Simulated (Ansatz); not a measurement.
## A computed series for NbN: alloy series

Start from NbN in the rock salt structure (space group Fm-3m, No. 225; a = 4.4213 Å).

The other end (x = 1) is YN in the rock salt structure (space group Fm-3m, No. 225): 14.76 Å³/atom, gap 0.21 eV.

Y replaces a fraction x of Nb; each row is one arrangement (x, atoms in the cell, starting space group or random), fully relaxed.

Level of theory: PBE (Ansatz, a first-principles code; PAW; 420 eV plane waves; scalar-relativistic without spin-orbit coupling).

Candidates:
(a) x(Y) = 0.333, 6 atoms, I4/mmm
(b) x(Y) = 0.75, 8 atoms, I4/mmm
(c) x(Y) = 0.333, 6 atoms, Immm

Before the change:

| Quantity | Value |
|---|---|
| Volume per atom | 10.80 Å³ |

Task: Order them by volume per atom, lowest first.

Result: (c) x(Y) = 0.333, 6 atoms, Immm (11.85 Å³), (a) x(Y) = 0.333, 6 atoms, I4/mmm (11.98 Å³), (b) x(Y) = 0.75, 8 atoms, I4/mmm (13.46 Å³)

Each cell is one ordered arrangement of few atoms, which overstates ordering effects compared with a random alloy. Stability against distortions was not tested. The final runs are not spin-polarised. A zero or small gap of YN can be the functional's error rather than a property of the material.
